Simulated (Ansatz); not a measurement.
# A computed series for Na: response to strain

Base system: Na in the bcc (W type) structure (space group Im-3m, No. 229; a = 4.173 Å; relaxed with 0.1 eV smearing). Axes: x, y, z lie along the cube axes.

Strains are applied to the cell and any free atomic positions relax; under biaxial strain the out-of-plane vector relaxes too.

Method: PBEsol, PAW, 420 eV (Ansatz, a first-principles code; scalar-relativistic without spin-orbit coupling).

Candidates:
(a) biaxial strain −2.00 %, plane normal [001], relaxed out of plane
(b) biaxial strain −2.50 %, plane normal [001], relaxed out of plane
(c) biaxial strain +1.50 %, plane normal [001], relaxed out of plane
(d) biaxial strain +2.50 %, plane normal [001], relaxed out of plane

**Question.** Order them by out-of-plane strain, lowest first.

**Answer.** (d) biaxial strain +2.50 %, plane normal [001], relaxed out of plane (-3.62 %), (c) biaxial strain +1.50 %, plane normal [001], relaxed out of plane (-2.29 %), (a) biaxial strain −2.00 %, plane normal [001], relaxed out of plane (+3.72 %), (b) biaxial strain −2.50 %, plane normal [001], relaxed out of plane (+4.80 %)

No phonon test of stability was made.
